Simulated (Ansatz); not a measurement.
The parent structure is ZnCu2SnS4 (space group I-4, No. 82; a = 5.317 Å, c = 10.643 Å). Axes: x, y, z lie along a, b, c of the conventional cell.

Calculations: Kohn–Sham DFT with the LDA functional, run in Ansatz (an electronic-structure program) with PAW and 420 eV plane waves, without spin-orbit coupling.

Now apply this change: the cell is stretched by 2.25 % along z with no lateral relaxation; the atoms relax in the strained cell.

What does the calculation give for the stress and energy relative to the base after the change?

The stress (xx, yy, zz, yz, xz, xy; compression positive) amounts to (-1.55, -1.55, -2.52, 0.00, 0.00, 0.00) GPa; the energy increases by 3.4 meV/atom.

Whether these cells are dynamically stable was not tested. All final runs are without spin polarisation.
